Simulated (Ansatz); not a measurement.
An Ansatz (an electronic-structure program) run: KI with a change (biaxial strain −0.50 %, plane normal [001], relaxed out of plane); plane-wave PAW DFT at the PBEsol level (Ansatz, 420 eV), scalar-relativistic without spin-orbit coupling.

Input:

Ansatz 0.2 input:
```yaml
crystal:
  lattice:
    - [4.9289362085, 0, 0]
    - [0, 4.9289362085, 0]
    - [2.4644681042, -2.4644681042, 3.5115552036]
  atoms:
    - { symbol: K, position: [0, 0, 0] }
    - { symbol: I, position: [0.5, 0.5, 1] }
basis: { ecutwfc: 420, ecutrho_ratio: 4, xc_grid: 2, fft_grid_basis: typed }
kpoints: { mp_grid: { grid: [8, 8, 8] } }
hamiltonian:
  xc: pbesol
  dispersion: none
  pseudopotentials: { kind: paw }
scf: { occupations: { method: fermi_dirac, width: 0.05 } }
relax: { f_tol: 0.005, max_steps: 50, cell: { stress_tol: 0.01, fix: [a, b, gamma] } }
output: { forces: true, stress: true }
checkpoint: { write: state.ck, write_every: 1000 }
```

Output (explanatory and most iteration lines left out):

```
Relaxation: its limit of steps is 50 (relax.max_steps)
Pseudopotential: K, paw, valence charge 9
Pseudopotential: I, paw, valence charge 17
Crystal: 2 atoms, lattice volume = 85.311 Å³
Basis set: ecut = 420 eV, 1679 PW (Γ), exchange–correlation on 72×72×72 points (8 copies of the dense FFT grid, shifted against one another)
Bands: 17, of which v1, the nominal top of the filled ones, is band 13 counted from 1 (12 counted from 0)
Symmetry: 16 space group operations
Space group: I4/mmm (ITA 139), of the structure as read, at distance tolerance 4.4e-5 Å
k-points: 59 of 512
Functional: x = pbesol(κ = 0.804, μ = 0.12345679012345678), c = pbesol(β = 0.046)
SCF iter   1: F=—  HF=-8951.256215 eV  |F-HF|=—  |Δ(HF+E_count)|=         —  Δρ=1.88e-3  dr2=2.20e-3  ethr=1.77e-3  ⟨swp⟩=7.5  Hψ=5961  notcnv=0
SCF iter   2: F=—  HF=-8951.254692 eV  |F-HF|=—  |Δ(HF+E_count)|=   1.52e-3  Δρ=8.37e-4  dr2=3.28e-4  ethr=8.45e-6  ⟨swp⟩=2.6  Hψ=2422  notcnv=0
SCF 1 converged in 6 iterations: F = -8951.254719 eV  dr2 = 1.33e-9
relax step   1: F+E_penalty+E_count = -8951.25471907 eV  Δ(F+E_penalty+E_count) = +0.000e0 eV  max|allowed force component| = 2.485e-29 eV/Å  Δτ_max = 0.0000 Å  P = +0.103 GPa  Ω = 85.311 Å³  fix = [a, b, gamma]  reactions: a +0.171, b +0.171 GPa  (6 SCF iters, dr2 threshold 1.00e-7 eV, accepted)
[... steps on the carried basis left out ...]
relax step   3: F+E_penalty+E_count = -8951.25473390 eV  Δ(F+E_penalty+E_count) = -8.226e-6 eV  max|allowed force component| = 1.473e-28 eV/Å  Δτ_max = 0.0000 Å  P = +0.116 GPa  Ω = 85.219 Å³  energy of the carried Pulay correction = +5.871e-6 eV  fix = [a, b, gamma]  reactions: a +0.175, b +0.175 GPa  (4 SCF iters, dr2 threshold 1.15e-9 eV, accepted)
Crystal: 2 atoms, lattice volume = 85.219 Å³
SCF iter   1: F=—  HF=-8951.254728 eV  |F-HF|=—  |Δ(HF+E_count)|=         —  Δρ=1.31e-6  dr2=1.05e-9  ethr=6.01e-7  ⟨swp⟩=3.0  Hψ=8674  notcnv=0
SCF iter   2: F=—  HF=-8951.254728 eV  |F-HF|=—  |Δ(HF+E_count)|=   1.81e-7  Δρ=7.09e-7  dr2=2.31e-10  ethr=4.03e-12  ⟨swp⟩=3.7  Hψ=2667  notcnv=0
SCF 4 converged in 6 iterations: F = -8951.254728 eV  dr2 = 1.92e-13
SCF converged after 6 iterations
Free energy (F): -8951.254728 eV
Internal energy: -8951.254728 eV  (E = F + TS)
E sigma→0 (E₀):  -8951.254728 eV
Fermi energy:    4.455652 eV
--- Forces (eV/Å), atoms counted from 1 ---
  atom   1  K      0.00000000     0.00000000     0.00000000
  atom   2  I     -0.00000000     0.00000000     0.00000000
--- Stress (GPa, compression-positive) ---
        0.174607      -0.000000       0.000000
       -0.000000       0.174607      -0.000000
        0.000000      -0.000000       0.000222
  P = ⅓ Tr σ = 0.1165 GPa (1.165 kbar)
--- Relaxed structure (3 steps of the walk, 3 accepted, 1 SCFs on fresh bases) ---
  cell:  # Å, volume = 85.2192 Å³
    - [4.9289362085, 1.249215403496002e-22, 3.509077986112686e-11]
    - [1.2492153646199926e-22, 4.9289362085, -3.5090779315065e-11]
    - [2.464468104225027, -2.464468104225027, 3.5077704600688517]
  atoms:
    - { symbol: K, position: [-6.105304286916236e-37, 2.851311971107096e-38, 6.3859273053792e-48] }
    - { symbol: I, position: [0.4999999999999998, 0.49999999999999994, 0.9999999999999998] }
```

Spin-orbit coupling, missing from the scalar runs, can matter with I. Whether these cells are dynamically stable was not tested. The cell was made from KI in the rock salt structure (space group Fm-3m, No. 225) by this change: biaxial strain −0.50 %, plane normal [001], relaxed out of plane.
